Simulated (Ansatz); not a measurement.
The reference is BAs in the zinc blende structure (space group F-43m, No. 216; a = 4.784 Å).

Structures relaxed with r2SCAN (Ansatz, a program for electronic structure; PAW; 500 eV plane waves; scalar-relativistic without spin-orbit coupling).

Base:

Simulated powder pattern, Cu Kα1, λ = 1.54056 Å (kinematic, ideal powder, no thermal factors, no anomalous dispersion; the 10 strongest lines at most, above 2 %, up to 2θ = 90°):

```json
[
 {"2θ (°)": "32.39", "I/Imax (%)": "100", "hkl": "(111)"},
 {"2θ (°)": "37.57", "I/Imax (%)": "40", "hkl": "(200)"},
 {"2θ (°)": "54.18", "I/Imax (%)": "40", "hkl": "(220)"},
 {"2θ (°)": "64.56", "I/Imax (%)": "40", "hkl": "(311)"},
 {"2θ (°)": "67.80", "I/Imax (%)": "9.5", "hkl": "(222)"},
 {"2θ (°)": "80.19", "I/Imax (%)": "6.3", "hkl": "(400)"},
 {"2θ (°)": "89.15", "I/Imax (%)": "17", "hkl": "(331)"}
]
```

After one change:

Simulated powder pattern, Cu Kα1, λ = 1.54056 Å (kinematic, ideal powder, no thermal factors, no anomalous dispersion; the 10 strongest lines at most, above 2 %, up to 2θ = 90°):

| 2θ (°) | I/Imax (%) |
|---|---|
| 33.42 | 100 |
| 38.78 | 40 |
| 56.00 | 39 |
| 66.81 | 39 |
| 70.20 | 9.4 |
| 83.21 | 6.2 |

Q: Name the change that was made.
A) isotropic strain −1.50 %
B) isotropic strain −1.00 %
C) isotropic strain −0.50 %
D) isotropic strain −3.00 %

A: D, isotropic strain −3.00 %. Its volume per atom is 12.49 Å³ against 13.69 Å³, and its space group is F-43m (No. 216).

Whether these cells are dynamically stable was not tested.
